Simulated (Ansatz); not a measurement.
# ZnO: response to strain

Take ZnO in the wurtzite structure (space group P6_3mc, No. 186; a = 3.235 Å, c = 5.211 Å) as the base. Axes: x lies along a and z along c of the hexagonal cell.

Strains are applied to the cell and any free atomic positions relax; under biaxial strain the out-of-plane vector relaxes too; under stress the whole cell relaxes.

Level of theory: r2SCAN/PAW in Ansatz (an electronic-structure program), scalar-relativistic without spin-orbit coupling, earlier PAW set.

Notes on the quantities. pressure: mean of the normal stresses, compression positive.

```tsv
change	pressure	band gap	volume per atom
base	0.00 GPa	1.23 eV	11.81 Å³
biaxial strain +0.51 %, plane normal [001], relaxed out of plane	-0.75 GPa	1.24 eV	11.87 Å³
biaxial strain +2.06 %, plane normal [001], relaxed out of plane	-2.91 GPa	1.25 eV	12.03 Å³
biaxial strain +2.49 %, plane normal [001], relaxed out of plane	?	1.25 eV	?
isotropic strain −5.03 %	32.59 GPa	1.45 eV	10.12 Å³
isotropic strain −4.77 %	30.30 GPa	1.44 eV	10.20 Å³
isotropic strain −0.75 %	3.55 GPa	1.27 eV	11.55 Å³
isotropic strain +0.15 %	-0.66 GPa	1.23 eV	11.86 Å³
uniaxial strain ε_xx = +4.45 %	-6.10 GPa	1.14 eV	12.33 Å³
uniaxial stress, 5 GPa tension along x	–	1.19 eV	11.91 Å³
```

Task: What belongs in the blanks?

Result: 
- biaxial strain +2.49 %, plane normal [001], relaxed out of plane, pressure: -3.46 GPa
- biaxial strain +2.49 %, plane normal [001], relaxed out of plane, volume per atom: 12.07 Å³

Stability under load was not tested beyond the relaxation.
